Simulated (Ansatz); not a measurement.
The slab is Si(111) 1x1 surface, 6 top atoms, 3 bilayers, bottom bilayer H-capped and fixed, every top atom capped by H; cell 11.5 x 6.6 Å; two neighbouring H replaced by OH; about 7 Å thick over the host's atoms, 18 atoms held. Calculation: PBE-D3(BJ) (plane waves to 420 eV, PAW; Ansatz, a quantum-chemistry and plane-wave program). k mesh 1 x 2 x 1. The slab states were run without spin polarisation. Slab thickness, cell and mesh are as stated and are not converged limits. Barriers come from a climbing-image nudged elastic band between relaxed ends, or a saddle search from its top (force threshold 0.05 eV/Å), without zero-point or thermal terms. The ends were relaxed from one prepared geometry each.

Elementary step: H2O attacks the fragment of BH3 (twice exchanged) and H2 forms, starting from the surface left by an earlier step (the surface fragment of BH3 exchanges a second ligand with a neighbouring O-H group), after H2 has left.

Top of the path, atoms near the reaction:

```
atom    x (Å)  y (Å)   z (Å)
------  -----  -----  ------
Si(1)   2.076  3.355   9.486
Si(16)  5.595  3.355   9.493
H(29)   3.829  6.526  10.929
O(46)   5.088  3.347  11.091
O(48)   2.570  3.333  11.094
B(a0)   3.837  3.424  11.714
H(a3)   3.836  4.584  12.505
O(c0)   3.834  2.509  13.028
H(c1)   3.791  3.741  13.161
H(c2)   2.926  2.165  13.119
```

A partial Hessian moves only the atoms 46, 48, a0, a3, c0, c1, c2; the rest stay at rest.

Question: What modes does it give at the top, and is this a first-order saddle within these atoms?

Answer: 1281i, 42, 123, 144, 179, 232, 334, 453, 506, 580, 633, 810, 891, 943, 1039, 1126, 1171, 1361, 1840, 1951, 3660 cm^-1. One clearly imaginary mode, so it is.

Question: At the start the same atoms give 94, 98, 130, 159, 178, 211, 237, 424, 499, 527, 561, 669, 765, 990, 1030, 1061, 1112, 1579, 2478, 3426, 3693 cm^-1. What is the zero-point correction to the barrier?

Answer: Zero-point correction -0.12 eV, half the sum of the real modes at the top less that at the start, which turns the barrier of 0.97 eV into 0.86 eV.

Here BH3 is the monomer.
